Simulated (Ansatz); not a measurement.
Cost and result by functional for the ionisation potential of the (111) surface of cubic SrTiO3 (a phase of room or higher temperature, not the 0 K ground state) in its 1x1 cell (cut with top plane Ti, bottom plane Ti), relaxed from an ideal cut (the real face may reconstruct), outermost plane spacing 1.14 Å in the ideal cut (one of several cuts of this face), with 1 Ti a cell over the bulk's ratio, in Ansatz (plane waves, PAW). Single points on the PBE structure, on one kind of machine; costs are rough ratios of the slab run's core time (references not counted) to the cheapest single point. r2SCAN's cost holds its higher cutoff (500 against 420 eV). Differences are taken against r2SCAN for comparison alone: no measured value is at hand, so the table doesn't rank accuracy.

Slab: 26 atoms, O15Sr5Ti6, 11.4 Å thick at the start; k 5x5x1, smearing 0.025 eV, dipole-corrected; all atoms relaxed; start symmetry kept, larger cells not searched; no spin (no spin-polarised run to compare, though such a face may carry moments), no spin-orbit, no U. The slab shows no gap on its mesh. These notes are the PBE run's.

| functional | relative cost | ionisation potential (eV) | less r2SCAN (eV) |
|---|---|---|---|
| RPBE | 1 | 6.22 | -0.63 |
| LDA | 1 | 6.34 | -0.51 |
| PBEsol | 1 | 6.25 | -0.60 |
| r2SCAN | 2 | 6.85 | 0.00 |
| PBE (the relaxed run's value) | – | 6.28 | -0.57 |

The values span 0.63 eV, while the single points' costs differ by a factor of roughly 2. Differences are of unrounded values.

Ansatz is a program for electronic structure.
